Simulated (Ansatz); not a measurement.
The starting structures come from a database of crystals and need not be the phases stable at ambient conditions.

The decay constant κ of evanescent states in the gap governs leakage through a thin film.

Consider the following.

```yaml
crystal:
  lattice:
    - [3.80633, 0.00000, 0.00000]
    - [-1.90317, 3.29638, 0.00000]
    - [0.00000, 0.00000, 24.91098]
  atoms:
    - { symbol: Zn, position: [0.33333, 0.66667, 0.12484] }
    - { symbol: Zn, position: [0.00000, 0.00000, 0.00025] }
    - { symbol: Zn, position: [0.66667, 0.33333, 0.62481] }
    - { symbol: Zn, position: [0.66667, 0.33333, 0.87526] }
    - { symbol: Zn, position: [0.00000, 0.00000, 0.75001] }
    - { symbol: Zn, position: [0.33333, 0.66667, 0.37527] }
    - { symbol: Zn, position: [0.00000, 0.00000, 0.49996] }
    - { symbol: Zn, position: [0.66667, 0.33333, 0.24997] }
    - { symbol: S, position: [0.66667, 0.33333, 0.34389] }
    - { symbol: S, position: [0.66667, 0.33333, 0.96905] }
    - { symbol: S, position: [0.33333, 0.66667, 0.21849] }
    - { symbol: S, position: [0.00000, 0.00000, 0.59354] }
    - { symbol: S, position: [0.00000, 0.00000, 0.09379] }
    - { symbol: S, position: [0.00000, 0.00000, 0.84380] }
    - { symbol: S, position: [0.33333, 0.66667, 0.46888] }
    - { symbol: S, position: [0.66667, 0.33333, 0.71859] }
```

The cell is taken as given.

Transport runs along the normal of the first two printed cell vectors, the (001) plane of the conventional cell.

The gap is the functional's own. No spin-orbit coupling. Mid-gap values are those at the computed energy nearest the middle.

Question: Estimate the band gap and the smallest decay constant κ at mid-gap that r2SCAN (Ansatz, a first-principles code) returns for this system.

Answer: Gap 2.75 eV on a 12×12×2 mesh; κ = 0.175 1/Å, at the zone centre.
